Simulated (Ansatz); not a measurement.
The parent structure is AlRu in the CsCl type structure (space group Pm-3m, No. 221; relaxed with 0.1 eV smearing).

```
CELL_PARAMETERS angstrom
      2.98315     0.00000     0.00000
      0.00000     2.98315     0.00000
      0.00000     0.00000     2.98315
ATOMIC_POSITIONS crystal
  Al 0.50000 0.50000 0.50000
  Ru 0.00000 0.00000 0.00000
```

Cartesian axes are those of the cell as printed.

Method: Kohn–Sham DFT with the r2SCAN functional, run in Ansatz (a first-principles code) with PAW and 500 eV plane waves, no spin-orbit coupling.

The change: an isotropic linear strain of −2.00 %; the atoms relax in the strained cell.

Problem. Predict the stress tensor and what it implies for the stiffness.

Solution. Stress of the strained cell less that of the base (GPa, compression positive):
```
   15.2     0.0     0.0
    0.0    15.2     0.0
    0.0     0.0    15.2
```

Then B = −ΔP/(ΔV/V₀) with ΔV/V₀ = -0.0588 gives secant stiffness values (nonlinear terms included at this strain): B ≈ 259 GPa.

As a check, the harmonic strain energy −½ V₀ Δσ:ε is 38 meV/atom; the computed energy rise is 35 meV/atom.

Whether these cells are dynamically stable was not tested. The final runs are not spin-polarised.
